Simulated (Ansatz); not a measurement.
## TiTe2 in the CdI2 type structure (space group P-3m1, No. 164; layered, stacked along the Cartesian z axis)

```
TiTe2
1.0
    3.69749     0.00000     0.00000
   -1.84874     3.20212     0.00000
    0.00000     0.00000     6.38480
Ti Te
1 2
Cartesian
  0.00000   0.00000   0.00000
  0.00000   2.13475   1.73071
  1.84874   1.06737   4.65409
```

The values are results of plane-wave PAW DFT at the PBE-D3(BJ) level (Ansatz, a program for electronic structure, 420 eV), no spin-orbit coupling, earlier PAW set, not measurements. Γ-centred 15×15×8 mesh, Fermi–Dirac width 0.05 eV.

```yaml
volume_per_atom: 25.20 Å³
density: 6.66 g/cm³
band_gap: zero
total_energy: -5487.791 eV/atom (σ→0; compares only within this code and set-up)
```

No phonon test of stability was made. All final runs are without spin polarisation.
